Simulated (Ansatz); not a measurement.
Start from SiC (space group P6_3mc, No. 186; a = 3.0781 Å, c = 10.0762 Å).

It is then changed as follows: a hydrostatic pressure of 45 GPa.

Levels (all Ansatz, an electronic-structure program, PAW, earlier PAW set): PBEsol (420 eV, no SOC); r2SCAN (500 eV, no SOC); HSE06 (420 eV, no spin-orbit coupling); PBEsol+SOC (420 eV, spin-orbit coupling included).

One geometry, relaxed with PBEsol, under each level:

The valence-band top lists the three highest levels at Γ (Kramers pairs under SOC), from the VBM.

```tsv
level	band gap	lowest conduction level above the VBM at special points	valence-band top at Γ	pressure
PBEsol	2.14 eV	M 2.14 eV; L 2.63 eV; H 3.15 eV; K 3.92 eV	0.00, 0.00, -0.04 eV	450.0 kbar
r2SCAN	2.65 eV	M 2.65 eV; L 3.17 eV; H 3.75 eV; K 4.52 eV	–	460.1 kbar
HSE06	___	___	–	–
PBEsol+SOC	2.13 eV	M 2.13 eV; L 2.63 eV; H 3.15 eV; K 3.91 eV	0.00, -0.01, -0.05 eV	450.0 kbar
```

Q: Give the withheld HSE06 results.

A: 
- HSE06, band gap: 3.21 eV
- HSE06, lowest conduction level above the VBM at special points: M 3.21 eV; L 3.73 eV; H 4.30 eV; Γ 7.74 eV

Single points use the geometry relaxed with PBEsol. Their cutoffs differ, which shifts pressures a little. HSE06 was sampled on its mesh, a few special points and the semilocal edge points, so its gap is an upper bound. Differences between runs with and without spin-orbit coupling are approximate. Load acts through the strain it causes; cell and atoms are relaxed under it. Whether these cells are dynamically stable was not tested. Competing high-pressure phases were not computed.
